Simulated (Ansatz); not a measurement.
Take CdS in the wurtzite structure (space group P6_3mc, No. 186; a = 4.1966 Å, c = 6.8302 Å) as the base.

Calculations: Ansatz (an electronic-structure program), PBE, PAW, cutoff 420 eV, scalar-relativistic without spin-orbit coupling, earlier PAW set.

Carriers are added at fixed cell with a uniform background; the Fermi–Dirac width is that of 300 K.

One change was made to it. Results:

The gap between the host's bands goes up by 0.07 eV, from 1.11 eV to 1.18 eV; the Fermi level relative to the doped band's edge (positive inside the band; to 0.05 eV) is +0.20 eV; the gap character is still direct at Γ.

**Question.** Which of these changes matches the shifts?
(A) holes 1.0×10^22 cm⁻³
(B) electrons 1.0×10^22 cm⁻³
(C) holes 1.5×10^21 cm⁻³

**Answer.** C, holes 1.5×10^21 cm⁻³. For comparison, the Fermi level from band edge in the other runs: electrons 1.0×10^22 cm⁻³ gives +2.40 eV; holes 1.0×10^22 cm⁻³ gives +0.55 eV.

Charged cell with a jellium background: band edges are those of the host's band count, energies are not comparable with the neutral cell, and many-body gap narrowing is missing. Stability against distortions was not tested.
